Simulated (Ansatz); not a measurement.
## A computed series for Ta: response to strain

Take Ta in the bcc (W type) structure (space group Im-3m, No. 229; a = 3.306 Å; relaxed with 0.1 eV smearing) as the base. Axes: x, y, z lie along the cube axes.

Strains are applied to the cell and any free atomic positions relax; under biaxial strain the out-of-plane vector relaxes too.

Calculations: r2SCAN (Ansatz, a quantum-chemistry and plane-wave program), without spin-orbit coupling.

Notes on the quantities. energy relative to the base: free energy F.

| biaxial strain, plane normal [111], relaxed out of plane (%) | energy relative to the base (meV/atom) |
|---|---|
| -2.5 | 22.5 |
| -2.08 | ? |
| -1.67 | 9.9 |
| -1.25 | 5.5 |
| -0.83 | 2.4 |
| -0.42 | 0.6 |
| 0 | 0.0 |

Fit ΔE = Aε² + Bε³ (ε in %) to the rows shown and predict the withheld row.

Least squares on the printed values gives A = 3.44 and B = -0.064 meV/atom (largest residual 0.0 meV/atom); this predicts 15.5 meV/atom, and the run gives 15.4 meV/atom, in agreement.

Stability against distortions was not tested. The final runs are not spin-polarised.
